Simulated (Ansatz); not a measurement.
Band structure of Rb3Ge (I4/mmm, 4 atoms in the cell).

```yaml
crystal:
  lattice:
    - [-3.14943, 3.14943, 4.86351]
    - [3.14943, -3.14943, 4.86351]
    - [3.14943, 3.14943, -4.86351]
  atoms:
    - { symbol: Rb, position: [0.75000, 0.25000, 0.50000] }
    - { symbol: Rb, position: [0.25000, 0.75000, 0.50000] }
    - { symbol: Rb, position: [0.50000, 0.50000, 0.00000] }
    - { symbol: Ge, position: [0.00000, 0.00000, 0.00000] }
```

Method of the run: LDA (PW92), PAW files made with PBE (plane waves; Ansatz, a quantum-chemistry and plane-wave program).

Settings: basis.ecutwfc = 420 eV; kpoints.mp_grid.grid = 6 6 6; hamiltonian.xc = lda; hamiltonian.pseudopotentials = {kind: paw} (the program's default PAW files); scf.occupations.method = fermi_dirac; scf.occupations.width = 0.05 eV; kpoints.band_path.npoints = 8.

The starting cell comes from a database of computed structures (which also holds hypothetical and non-ambient phases and stackings), without a prior relaxation at this level. Its lattice was rescaled by a random factor within 2.5 % of one.

Levels in eV from the Fermi level, bands 18 to 24:
| point | 18 | 19 | 20 | 21 | 22 | 23 | 24 |
|---|---|---|---|---|---|---|---|
| Γ | -6.92 | -0.46 | -0.02 | 0.03 | 0.03 | 1.77 | 2.08 |
| X | -6.79 | -0.91 | 0.04 | 0.07 | 0.86 | 1.15 | 3.02 |
| Y | -6.78 | -0.62 | -0.52 | -0.20 | 1.18 | 2.07 | 2.81 |
| S | -6.78 | -0.78 | -0.59 | 0.06 | 1.23 | 2.08 | 2.93 |
| Z | -6.79 | -1.07 | 0.17 | 0.17 | 0.76 | 1.32 | 2.74 |
| S1 | -6.78 | -0.78 | -0.59 | 0.06 | 1.23 | 2.08 | 2.93 |
| N | -6.80 | -1.15 | -0.11 | -0.04 | 1.50 | 2.30 | 2.68 |
| P | -6.79 | -0.56 | -0.56 | -0.08 | 1.11 | 2.19 | 2.19 |
| Y1 | -6.78 | -0.62 | -0.52 | -0.20 | 1.18 | 2.07 | 2.81 |

Bands cross the Fermi level along this path, so the cell is metallic at this level.

Keys are those of Ansatz 0.2.
